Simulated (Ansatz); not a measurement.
We consider CoSi2 (model structure, started from the AlB2 type, P6/mmm, No. 191, 3 atoms in the cell), described by r²SCAN in Ansatz (plane waves, PAW).

Settings: plane-wave cutoff 560 eV, 18×18×12 k mesh (along the axes of the cell as run), Fermi–Dirac smearing 0.05 eV, spin-polarised with parallel moments, scalar-relativistic PAW data made under PBE.

Cell (relaxed at this level):

```cif
data_CoSi2
_chemical_formula_sum 'Co1 Si2'
_space_group_name_H-M_alt 'P 1'
_space_group_IT_number 1
_cell_length_a 4.27357
_cell_length_b 4.27357
_cell_length_c 2.43607
_cell_angle_alpha 90.000
_cell_angle_beta 90.000
_cell_angle_gamma 120.000
loop_
_space_group_symop_operation_xyz
  'x, y, z'
loop_
_atom_site_label
_atom_site_type_symbol
_atom_site_fract_x
_atom_site_fract_y
_atom_site_fract_z
_atom_site_occupancy
Co1 Co 0.00000 0.00000 0.00000 1
Si1 Si 0.33333 0.66667 0.50000 1
Si2 Si 0.66667 0.33333 0.50000 1
```
Starting moments (μB, in the order of the record's atoms Co Si Si): 3.0 0.0 0.0.

Question: What does this level give for the bulk modulus?

Answer: 
bulk modulus: 124 GPa

The run finds no gap.

Note: the magnetic order was assumed, not searched for or taken from measurement; the bulk modulus is −V dP/dV from two relaxed cells at ±2 % in volume; the relaxation could raise the start's symmetry but not lower it, so the cell can be a saddle point.

The result took very roughly 40 core-minutes.

A model structure was made by putting elements into a prototype or built by hand; it is no filed structure, need not be a known phase, and can be a saddle point held by its symmetry.

Ansatz is an electronic-structure program.
